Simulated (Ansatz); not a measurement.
Consider a 16-atom cell of (Ti,Nb)C started in the rock salt structure, site fractions Ti 0.500, Nb 0.500, short-range order -0.17 in the first shell of the mixed sites (0 is random, a negative value favours unlike neighbours), space group Imma at the end, an ordered arrangement that its symmetry holds. Its start:

```yaml
crystal:
  lattice:
    - [0.00006, 4.42709, 4.42689]
    - [4.42695, 0.00000, 4.42695]
    - [4.42689, 4.42709, 0.00006]
  atoms:
    - { symbol: Ti, position: [0.00000, 0.00000, 0.00000] }
    - { symbol: Nb, position: [0.00000, 0.00000, 0.50000] }
    - { symbol: Ti, position: [0.00000, 0.50000, 0.00000] }
    - { symbol: Ti, position: [0.00000, 0.50000, 0.50000] }
    - { symbol: Ti, position: [0.50000, 0.00000, 0.00000] }
    - { symbol: Nb, position: [0.50000, 0.00000, 0.50000] }
    - { symbol: Nb, position: [0.50000, 0.50000, 0.00000] }
    - { symbol: Nb, position: [0.50000, 0.50000, 0.50000] }
    - { symbol: C, position: [0.24678, 0.25322, 0.24678] }
    - { symbol: C, position: [0.24254, 0.25000, 0.75746] }
    - { symbol: C, position: [0.24678, 0.75322, 0.24678] }
    - { symbol: C, position: [0.24401, 0.75000, 0.75599] }
    - { symbol: C, position: [0.75599, 0.25000, 0.24401] }
    - { symbol: C, position: [0.75322, 0.24678, 0.75322] }
    - { symbol: C, position: [0.75746, 0.75000, 0.24254] }
    - { symbol: C, position: [0.75322, 0.74678, 0.75322] }
```

The mixing enthalpy is taken against the end members in the rock salt type (which need not be the stable form of NbC), relaxed in the same cell and mesh.

These are PBE (plane waves to 420 eV, PAW; Ansatz, a first-principles code) values and carry that method's errors. Scalar-relativistic, without spin–orbit coupling; the runs are not spin-polarised. Its k-point mesh 5×5×5, Fermi–Dirac width 0.05 eV.

```json
[
 {"end member": "TiC", "weight": "0.500", "volume per atom (Å³)": "10.17"},
 {"end member": "NbC", "weight": "0.500", "volume per atom (Å³)": "11.28"}
]
```

Question: Predict the alloy's volume, bond lengths and mixing enthalpy.

Answer: 
| Property | Value |
|---|---|
| volume per atom | 10.75 Å³ |
| C–Ti bonds | 2.199 Å on average, from 2.187 to 2.209 (24) |
| C–Nb bonds | 2.216 Å on average, from 2.206 to 2.227 (24) |
| mixing enthalpy per site of the mixed sublattice | -54 meV |
| departure of the mean lattice parameter from Vegard's line | under 0.15 %, inside the noise of the relaxations |
